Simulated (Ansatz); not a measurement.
We consider Al2O3 (model structure, started from the Al2S3 type, Amm2, No. 38, 10 atoms in the cell), described by LDA in Ansatz (plane waves, PAW).

Numerical settings: plane-wave cutoff 520 eV, 8×8×8 k mesh, Fermi–Dirac smearing 0.01 eV, scalar-relativistic PAW data made under PBE.

Cell (relaxed at this level):

```
CELL_PARAMETERS angstrom
      4.96809    -2.64250     0.04249
      4.96809     2.64250     0.04249
     -3.19047     0.00000     4.59705
ATOMIC_POSITIONS crystal
  Al 0.08849 0.08850 0.57180
  Al 0.08850 0.08849 0.07180
  Al 0.74294 0.74295 0.47626
  Al 0.74295 0.74294 0.97626
  O  0.90547 0.35255 0.86231
  O  0.35255 0.90547 0.36231
  O  0.86903 0.86903 0.85234
  O  0.86903 0.86903 0.35234
  O  0.35255 0.90547 0.86232
  O  0.90547 0.35255 0.36232
```

Problem. Estimate the band gap that the calculation returns.

Solution. 
band gap: 4.03 eV (direct)

Note: the relaxation could raise the start's symmetry but not lower it, so the cell can be a saddle point.

Static lattice: no zero-point or thermal effects.

The result took around 110 core-seconds (rough).

A model structure was made by putting elements into a prototype or built by hand; it is no filed structure, need not be a known phase, and can be a saddle point held by its symmetry.

Ansatz is an electronic-structure program.
